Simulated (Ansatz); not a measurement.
The cell is built on a prototype and need not be the phase stable at ambient conditions.

By PBEsol, the system below comes out a metal.

Consider the following.

```yaml
crystal:
  lattice:
    - [2.59803, 0.00000, 0.00000]
    - [0.00000, 2.59803, 0.00000]
    - [0.00000, 0.00000, 2.59803]
  atoms:
    - { symbol: Pt, position: [0.00000, 0.00000, 0.00000] }
```

Space group of this cell: Pm-3m, simple cubic. The cell was relaxed by PBE-D3(BJ); by PBEsol its mean pressure is -2.7 GPa.

The current flows along the normal of the first two printed cell vectors. No spin-orbit coupling; the value is a mean over 0.1 eV about the Fermi level.

Problem. Predict the ballistic conductance per area from PBEsol (Ansatz, a quantum-chemistry and plane-wave program).

Solution. 2.0 × 10¹⁵ S/m² for both spins.
